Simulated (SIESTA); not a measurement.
A self-consistent single point of InPd (Pm-3m, 2 atoms in the cell) with SIESTA.

Method: SIESTA with GGA PBE, numerical atomic orbitals DZP, PseudoDojo PBE standard norm-conserving potentials (rewritten from UPF to PSML).

The change in words: lattice scaled by 0.98. Reference geometry:
```yaml
crystal:
  lattice:
    - [3.33110, 0.00000, 0.00000]
    - [0.00000, 3.33110, 0.00000]
    - [0.00000, 0.00000, 3.33110]
  atoms:
    - { symbol: In, position: [0.00000, 0.00000, 0.00000] }
    - { symbol: Pd, position: [0.50000, 0.50000, 0.50000] }
```

Reference input (self-consistent single point, DFT, GGA PBE, numerical atomic orbitals DZP, PseudoDojo PBE standard norm-conserving potentials (rewritten from UPF to PSML)): XC.functional = GGA; XC.authors = PBE; potentials = PseudoDojo PBE standard; PAO.BasisSize = DZP; PAO.EnergyShift = 0.01 Ry; MeshCutoff = 300 Ry; kgrid.MonkhorstPack = 10 10 10; OccupationFunction = MP; OccupationMPOrder = 0; ElectronicTemperature = 272 meV; MaxSCFIterations = 150; SCF.Mixer.Method = Pulay. This run's input differs from it in these lines:

```diff
@@ -12,5 +12,5 @@
 %block LatticeVectors
-     6.294868583    0.000000000    0.000000000
-     0.000000000    6.294868583    0.000000000
-     0.000000000    0.000000000    6.294868583
+     6.168971250    0.000000000    0.000000000
+     0.000000000    6.168971250    0.000000000
+     0.000000000    0.000000000    6.168971250
 %endblock LatticeVectors
@@ -19,3 +19,3 @@
      0.000000000    0.000000000    0.000000000  1
-     1.665550500    1.665550500    1.665550500  2
+     1.632239500    1.632239500    1.632239500  2
 %endblock AtomicCoordinatesAndAtomicSpecies
```

Output, abridged:

```
        iscf     Eharris(eV)        E_KS(eV)     FreeEng(eV)     dDmax    Ef(eV) dHmax(eV)
   scf:    1    -5485.974073    -5493.738623    -5493.763549  0.973771 -3.851078  4.797008
   scf:    2    -5494.119232    -5493.936841    -5493.962013  0.058608 -3.839386  3.892129
   scf:    3    -5494.397970    -5494.214068    -5494.240074  0.136631 -3.837856  1.410837
   scf:    4    -5494.299566    -5494.271888    -5494.297844  0.102493 -3.994240  0.158083
   scf:    5    -5494.273490    -5494.272826    -5494.298839  0.005904 -3.981191  0.041014
   scf:    6    -5494.272884    -5494.272905    -5494.298973  0.005184 -3.985960  0.013625
   scf:    7    -5494.272917    -5494.272911    -5494.298980  0.000665 -3.986425  0.007682
   scf:    8    -5494.272928    -5494.272921    -5494.298982  0.000545 -3.987422  0.001194
mix: Pulay -- inversion failed, > SVD [rank/size] 4 / 7
   scf:    9    -5494.272920    -5494.272921    -5494.298982  0.000044 -3.987396  0.000894
SCF Convergence by DM+H criterion
max |DM_out - DM_in|         :     0.0000438455
max |H_out - H_in|      (eV) :     0.0008941767
SCF cycle converged after 9 iterations

Using DM_out to compute the final energy and forces

siesta: E_KS(eV) =            -5494.2729

siesta: E_KS - E_eggbox =     -5494.2729

siesta: Atomic forces (eV/Ang):
     1   -0.000000   -0.000000    0.000000
     2   -0.000000   -0.000000   -0.000000
   Tot   -0.000000   -0.000000   -0.000000
   Max    0.000000
   Res    0.000000    sqrt( Sum f_i^2 / 3N )
   Max    0.000000    constrained

Stress tensor Voigt[x,y,z,yz,xz,xy] (kbar):      -45.11      -45.11      -45.11       -0.00       -0.00       -0.00
(Free)E + p*V (eV/cell)    -5493.3195
Target enthalpy (eV/cell)    -5494.2990

siesta: Program's energy decomposition (eV):
siesta: FreeEng =     -5494.298982

   [... lines left out ...]
siesta:    -0.028156   -0.000000   -0.000000
siesta:    -0.000000   -0.028156   -0.000000
siesta:    -0.000000   -0.000000   -0.028156

siesta: Cell volume =         34.788975 Ang**3

siesta: Pressure (static):
siesta:                Solid            Molecule  Units
siesta:           0.00030666          0.00030666  Ry/Bohr**3
siesta:           0.02815580          0.02815580  eV/Ang**3
siesta:          45.11056008         45.11056223  kBar
```

The run converged in 9 iterations. Against the reference run the free energy rises by 6.5 meV/atom and the pressure goes from -2.13 to 4.51 GPa.

The starting cell comes from a database of computed structures (which also holds hypothetical and non-ambient phases and stackings), without a prior relaxation at this level. Its lattice was rescaled by a random factor within 2.5 % of one. For this run, on top of that: lattice scaled by 0.98. Spin polarisation is off. Values carry the incompleteness of an atom-centred basis. With a pressure of about 5 GPa the cell is away from its equilibrium volume at this level.

Cost on one core of a shared machine: roughly 40 s.
